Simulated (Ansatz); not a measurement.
## How the elastic constant C44 of fluorite CoSi2 moves with the method

No measured value is used here.

```csv
level (code),value (GPa),cell (Å³/atom)
LDA (Ansatz),101,12.22
PBE (Ansatz),89.6,12.83
PBEsol (Ansatz),96.1,12.49
revPBE (Ansatz),87.7,12.99
RPBE (Ansatz),87.0,13.05
PBE-D3(BJ) (Ansatz),94.8,12.43
r²SCAN (Ansatz),104,12.51
r²SCAN+rVV10 (Ansatz),104,12.46
```

The crystal itself was run without spin with LDA, PBE, PBEsol, revPBE, RPBE, PBE-D3(BJ), r²SCAN, r²SCAN+rVV10; a magnetic state was not tried in these runs. PBE-D3(BJ): the dispersion coefficients are held fixed in the derivatives. Each level is taken at its own relaxed cell. Cutoffs differ between the levels. Ansatz's density-functional and Hartree–Fock values are scalar-relativistic unless marked +SOC, with PAW data made under PBE.

Ansatz is a first-principles code.
